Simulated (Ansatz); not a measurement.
Start from BeS in the zinc blende structure (space group F-43m, No. 216; a = 4.8685 Å).

Level of theory: Kohn–Sham DFT with the r2SCAN functional, run in Ansatz (a program for electronic structure) with PAW and 500 eV plane waves, scalar-relativistic without spin-orbit coupling.

Base values:

The volume per atom comes out as 14.42 Å³.

The change: a hydrostatic pressure of 45 GPa.

Q: Estimate the effect on the volume per atom.

A: The volume per atom shrinks by 3.48 Å³ (14.42 Å³ → 10.94 Å³).

Load acts through the strain it causes; cell and atoms are relaxed under it. Stability against distortions was not tested. Competing high-pressure phases were not computed.
